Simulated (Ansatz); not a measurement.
We consider spinel Ni2SiO4 (high-pressure phase), described by LDA (Ansatz, a program for electronic structure, PAW).

Settings: plane-wave cutoff 520 eV, 8×8×8 k mesh, Fermi–Dirac smearing 0.01 eV, spin-polarised with parallel moments, scalar-relativistic PAW data made under PBE.

Cell (relaxed at this level):

```yaml
crystal:
  lattice:
    - [0.00000, 3.96443, 3.96443]
    - [3.96443, 0.00000, 3.96443]
    - [3.96443, 3.96443, 0.00000]
  atoms:
    - { symbol: Ni, position: [0.62500, 0.62500, 0.62500], spin: 2.0 }
    - { symbol: Ni, position: [0.12500, 0.62500, 0.62500], spin: 2.0 }
    - { symbol: Ni, position: [0.62500, 0.62500, 0.12500], spin: 2.0 }
    - { symbol: Ni, position: [0.62500, 0.12500, 0.62500], spin: 2.0 }
    - { symbol: Si, position: [0.00000, 0.00000, 0.00000] }
    - { symbol: Si, position: [0.25000, 0.25000, 0.25000] }
    - { symbol: O, position: [0.37026, 0.37026, 0.37026] }
    - { symbol: O, position: [0.36079, 0.87974, 0.87974] }
    - { symbol: O, position: [0.37026, 0.37026, 0.88921] }
    - { symbol: O, position: [0.87974, 0.36079, 0.87974] }
    - { symbol: O, position: [0.88921, 0.37026, 0.37026] }
    - { symbol: O, position: [0.87974, 0.87974, 0.87974] }
    - { symbol: O, position: [0.37026, 0.88921, 0.37026] }
    - { symbol: O, position: [0.87974, 0.87974, 0.36079] }
```

Question: What does this level give for the band gap, smallest direct gap on the k points sampled and Γ–Γ gap?

Answer: 
band gap: 0.53 eV (indirect)
smallest direct gap on the k points sampled: 0.63 eV
Γ–Γ gap: 1.10 eV

Note: the magnetic order was assumed, not searched for or taken from measurement; the volume lies 6 % below that of the published cell; without U or exact exchange, gaps and moments of open d shells tend to come out too small.

Spins in the cell block are starting values.

Computed values are for the static lattice.

It cost roughly 70 core-seconds of CPU time.
